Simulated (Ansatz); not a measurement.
**Response to strain in AlRu**

The reference is AlRu in the CsCl type structure (space group Pm-3m, No. 221; a = 2.9770 Å; relaxed with 0.1 eV smearing). Axes: x, y, z lie along the cube axes.

Strains are applied to the cell and any free atomic positions relax; under biaxial strain the out-of-plane vector relaxes too.

Method: PBEsol (Ansatz, a program for electronic structure), scalar-relativistic without spin-orbit coupling.

Candidates:
(a) biaxial strain −2.50 %, plane normal [111], relaxed out of plane
(b) biaxial strain +1.25 %, plane normal [111], relaxed out of plane
(c) biaxial strain +2.08 %, plane normal [111], relaxed out of plane

Notes on the quantities. energy relative to the base: free energy F.

Task: Order them by energy relative to the base, highest first.

Result: (a) biaxial strain −2.50 %, plane normal [111], relaxed out of plane (+24 meV/atom), (c) biaxial strain +2.08 %, plane normal [111], relaxed out of plane (+15 meV/atom), (b) biaxial strain +1.25 %, plane normal [111], relaxed out of plane (+5.6 meV/atom)

No phonon test of stability was made. The final runs are not spin-polarised.
